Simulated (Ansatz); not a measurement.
## A computed series for hypothetical diamond Y: pressure series

Consider Y in the diamond structure (space group Fd-3m, No. 227; a = 7.0403 Å; a hypothetical phase, not in the database extracts checked).

Cell and atoms are relaxed at each pressure.

Computed with PBE (Ansatz, a program for electronic structure, PAW, no spin-orbit coupling).

Notes on the quantities. enthalpy: H = E + PV relative to the base's energy.

```json
[
 {"case": "base", "enthalpy": "–", "density": "3.38 g/cm³", "shortest interatomic distance": "3.049 Å"},
 {"case": "pressure −1 GPa", "enthalpy": "-0.30 eV/atom", "density": "2.68 g/cm³", "shortest interatomic distance": "3.297 Å"},
 {"case": "pressure 0.3 GPa", "enthalpy": "+0.08 eV/atom", "density": "3.46 g/cm³", "shortest interatomic distance": "3.025 Å"},
 {"case": "pressure 0.7 GPa", "enthalpy": "+0.19 eV/atom", "density": "3.56 g/cm³", "shortest interatomic distance": "2.998 Å"},
 {"case": "pressure 1.5 GPa", "enthalpy": "+0.39 eV/atom", "density": "3.73 g/cm³", "shortest interatomic distance": "2.952 Å"},
 {"case": "pressure 3 GPa", "enthalpy": "+0.74 eV/atom", "density": "4.16 g/cm³", "shortest interatomic distance": "2.845 Å"},
 {"case": "pressure 5 GPa", "enthalpy": "+1.15 eV/atom", "density": "4.71 g/cm³", "shortest interatomic distance": "2.730 Å"},
 {"case": "pressure 7.5 GPa", "enthalpy": "+1.62 eV/atom", "density": "5.22 g/cm³", "shortest interatomic distance": "2.638 Å"},
 {"case": "pressure 10 GPa", "enthalpy": "+2.04 eV/atom", "density": "5.55 g/cm³", "shortest interatomic distance": "2.585 Å"}
]
```

Load acts through the strain it causes; cell and atoms are relaxed under it. Stability against distortions was not tested. Competing high-pressure phases were not computed. The final runs are not spin-polarised. Y has a high density of states at the Fermi level and may be magnetic at this level.
